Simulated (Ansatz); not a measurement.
Structures of equal composition on the (0001) surface of 4H silicon carbide (Si plane on top): (√3x√3)R30° Sn adatom at H3; (√3x√3)R30° Sn adatom at T4. The slabs share one bottom face, and each structure is named by its start. These are constructed structures in small cells; real faces may alloy, dewet or reconstruct in larger ones, and not all known structures of the face are among them. Slabs of about 10 Å, Fermi-Dirac smearing of 0.025 eV. Bottom of the slabs: H caps. Relaxed from the named starts with such symmetry as they have, on meshes of like density; energies extrapolated to zero smearing; spin only where a row says so; no spin-orbit coupling, no U. Brackets mark spin-polarised runs, whose order is one that fits the cell. Where a second, spin-polarised start was run, the lower counts.

Computed with r2SCAN, at the PBE geometry (plane waves to 500 eV, PAW; Ansatz, an electronic-structure program).

Order them by energy per 1x1 cell (lowest first) at the level r2SCAN, at the PBE geometry.

(√3x√3)R30° Sn adatom at T4 (0.000 eV [spin, 1.0 μB a cell], gap 0.56 eV on the mesh), (√3x√3)R30° Sn adatom at H3 (0.124 eV [spin, 1.0 μB a cell], gap 0.60 eV on the mesh)
